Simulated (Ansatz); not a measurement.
## AlV2C, response to strain

Base system: AlV₂C (space group P6_3/mmc, No. 194; a = 2.885 Å, c = 13.117 Å). Axes: x lies along a and z along c of the hexagonal cell.

Strains are applied to the cell and any free atomic positions relax; under biaxial strain the out-of-plane vector relaxes too.

Computed with Ansatz (a quantum-chemistry and plane-wave program) r2SCAN, without spin-orbit coupling.

Notes on the quantities. pressure: mean of the normal stresses, compression positive.

```csv
case,pressure,space group,volume per atom
base,0.0 GPa,P6_3/mmc (No. 194),11.82 Å³
"biaxial strain −2.15 %, plane normal [001], relaxed out of plane",6.1 GPa,P6_3/mmc (No. 194),11.46 Å³
"biaxial strain +1.41 %, plane normal [001], relaxed out of plane",-3.3 GPa,P6_3/mmc (No. 194),12.04 Å³
"biaxial strain +2.09 %, plane normal [001], relaxed out of plane",?,P6_3/mmc (No. 194),?
isotropic strain −2.13 %,13.9 GPa,P6_3/mmc (No. 194),11.08 Å³
isotropic strain −1.64 %,10.3 GPa,P6_3/mmc (No. 194),11.25 Å³
uniaxial strain ε_xx = −4.27 %,9.0 GPa,Cmcm (No. 63),11.31 Å³
uniaxial strain ε_xx = +5.52 %,-8.7 GPa,Cmcm (No. 63),12.47 Å³
```

### Question
Complete the table.

### Answer

- biaxial strain +2.09 %, plane normal [001], relaxed out of plane, pressure: -4.7 GPa
- biaxial strain +2.09 %, plane normal [001], relaxed out of plane, volume per atom: 12.15 Å³

Without a gap, meshes like the base's 18×18×4 leave anisotropic stresses uncertain by several tenths of a GPa, and small strain energies with them. Whether these cells are dynamically stable was not tested. Starting moments died away, wholly or in part, for the base; another magnetic solution may exist. The final runs are not spin-polarised.
